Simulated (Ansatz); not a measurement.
The starting structures come from a database of crystals and need not be the phases stable at ambient conditions.

Given:

```yaml
crystal:
  lattice:
    - [6.84028, 0.00000, 0.00000]
    - [2.58074, 8.32260, 0.00000]
    - [-2.12977, 4.16130, 2.69891]
  atoms:
    - { symbol: K, position: [0.28368, 0.64184, 0.00000] }
    - { symbol: K, position: [0.71632, 0.35816, 0.00000] }
    - { symbol: Sb, position: [0.32779, 0.16390, 0.00000] }
    - { symbol: Sb, position: [0.67221, 0.83610, 0.00000] }
    - { symbol: O, position: [0.47981, 0.83314, 0.60963] }
    - { symbol: O, position: [0.52019, 0.16686, 0.39037] }
    - { symbol: O, position: [0.87018, 0.44277, 0.59427] }
    - { symbol: O, position: [0.12982, 0.55723, 0.40573] }
    - { symbol: O, position: [0.27591, 0.03704, 0.79610] }
    - { symbol: O, position: [0.72409, 0.96296, 0.20390] }
```

Space group of this cell: R-3. The cell is taken as given.

Transport runs along the normal of the first two printed cell vectors, the (110) plane of the conventional cell.

The gap is the functional's own. No spin-orbit coupling. Mid-gap values are interpolated on the energy grid.

Question: Estimate the band gap and the smallest decay constant κ at mid-gap that r2SCAN (Ansatz, a program for electronic structure) returns for this system.

Answer: Gap 3.60 eV on a 12×12×12 mesh; κ = 0.319 1/Å, at the zone centre.
